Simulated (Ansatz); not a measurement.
The starting structures come from a database of crystals and need not be the phases stable at ambient conditions.

**Evanescent states of SiO2 (P6_322, not sure to be the ambient phase, 12 atoms a cell, 15.9 Å³ an atom) along the normal of (001)**

Calculation: r2SCAN (plane waves, PAW; Ansatz, a program for electronic structure).

The gap is the functional's own, uncorrected, and κ follows it; spin-orbit coupling is left out. Mid-gap values are interpolated between the computed energies.

Energies count from the valence-band top; κ is the least over a 12×12 mesh across the current.

```
E (eV)  κ (1/Å)  where
------  -------  -----
0.14      0.176      Γ
0.42      0.301      Γ
0.70      0.376      Γ
0.98      0.430      Γ
1.26      0.472      Γ
1.54      0.506      Γ
1.82      0.533      Γ
2.10      0.534      Γ
2.38      0.532      Γ
2.66      0.528      Γ
2.94      0.522      Γ
3.22      0.514      Γ
3.50      0.502      Γ
3.78      0.488      Γ
4.06      0.471      Γ
4.34      0.450      Γ
4.62      0.425      Γ
4.90      0.395      Γ
5.18      0.357      Γ
5.46      0.310      Γ
5.74      0.247      Γ
6.02      0.151      Γ
```

Q: How thick must the barrier be to attenuate the transmission by 10^8 when the electrodes' Fermi level lies at 5.74 eV, and what attenuation does that film give at 5.18 eV?

A: d = 8 ln 10 / (2 × 0.247) = 37.3 Å. At 5.18 eV it gives 8 × 0.357/0.247 = 11.6 decades.
